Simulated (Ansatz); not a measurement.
The parent structure is C in the diamond structure (space group Fd-3m, No. 227; a = 3.532 Å). Axes: x, y, z lie along the cube axes.

All numbers come from DFT with LDA, PAW potentials and a 420 eV plane-wave cutoff in Ansatz (a first-principles code), no spin-orbit coupling.

Before the change:

| Quantity | Result |
|---|---|
| Band gap | 4.17 eV |
| Smallest direct gap | 5.62 eV |

Now apply this change: biaxial strain −3.00 %, plane normal [001], relaxed out of plane (Cartesian); in-plane vectors clamped, the third vector and the atoms free.

Task: What happens to the energy relative to the base, band gap, smallest direct gap and out-of-plane strain?

Result: The energy rises by 40 meV/atom; the band gap decreases by 0.39 eV (4.17 eV → 3.78 eV); the smallest direct gap decreases by 0.21 eV to 5.41 eV; the out-of-plane strain comes out as +0.83 %.

Gaps are read on the SCF mesh and a high-symmetry path. Stability against distortions was not tested.
